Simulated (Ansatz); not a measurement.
A computed series for SnSe2: response to strain

Start from SnSe2 in the CdI2 type structure (space group P-3m1, No. 164; a = 3.840 Å, c = 6.007 Å; layered, stacked along the Cartesian z axis). Axes: x lies along a and z along c of the hexagonal cell.

Strains are applied to the cell and any free atomic positions relax; under biaxial strain the out-of-plane vector relaxes too.

Computed with PBE-D3(BJ), PAW, 420 eV (Ansatz, a first-principles code; without spin-orbit coupling).

Candidates:
(a) biaxial strain −2.00 %, plane normal [001], relaxed out of plane
(b) biaxial strain −3.00 %, plane normal [001], relaxed out of plane
(c) biaxial strain −1.00 %, plane normal [001], relaxed out of plane

Q: Order them by out-of-plane strain, highest first.

A: (b) biaxial strain −3.00 %, plane normal [001], relaxed out of plane (+2.99 %), (a) biaxial strain −2.00 %, plane normal [001], relaxed out of plane (+2.09 %), (c) biaxial strain −1.00 %, plane normal [001], relaxed out of plane (+1.10 %)

Stability against distortions was not tested.
